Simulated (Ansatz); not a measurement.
**A computed series for SiC: response to strain**

Base system: SiC in the zinc blende structure (space group F-43m, No. 216; a = 4.356 Å). Axes: x, y, z lie along the cube axes.

Strains are applied to the cell and any free atomic positions relax; under biaxial strain the out-of-plane vector relaxes too.

Calculations: r2SCAN (Ansatz, a quantum-chemistry and plane-wave program; PAW; 500 eV plane waves; scalar-relativistic without spin-orbit coupling).

Notes on the quantities. in-plane stress: mean in-plane stress (compression positive).

```csv
case,in-plane stress,out-of-plane strain,band gap,electron mass
base,–,–,1.71 eV,"0.64 mₑ along k, 0.23 mₑ across (at X)"
"biaxial strain +0.50 %, plane normal [001], relaxed out of plane",-2.3 GPa,-0.33 %,1.63 eV,"0.63 mₑ along k, 0.23 mₑ across (at X)"
"biaxial strain +1.00 %, plane normal [001], relaxed out of plane",-4.5 GPa,-0.66 %,1.55 eV,"0.63 mₑ along k, 0.23 mₑ across (at X)"
"biaxial strain +1.50 %, plane normal [001], relaxed out of plane",-6.6 GPa,-0.99 %,1.46 eV,"0.62 mₑ along k, 0.23 mₑ across (at X)"
"biaxial strain +2.00 %, plane normal [001], relaxed out of plane",-8.6 GPa,-1.33 %,1.38 eV,"0.61 mₑ along k, 0.24 mₑ across (at X)"
"biaxial strain +2.50 %, plane normal [001], relaxed out of plane",-10.6 GPa,-1.67 %,1.31 eV,"0.61 mₑ along k, 0.24 mₑ across (at X)"
"biaxial strain +3.00 %, plane normal [001], relaxed out of plane",-12.5 GPa,-2.01 %,1.23 eV,"0.60 mₑ along k, 0.24 mₑ across (at X)"
```

Effective masses come from finite differences of ±0.01 Å⁻¹. Along k means along the line from Γ to the band edge. Whether these cells are dynamically stable was not tested.
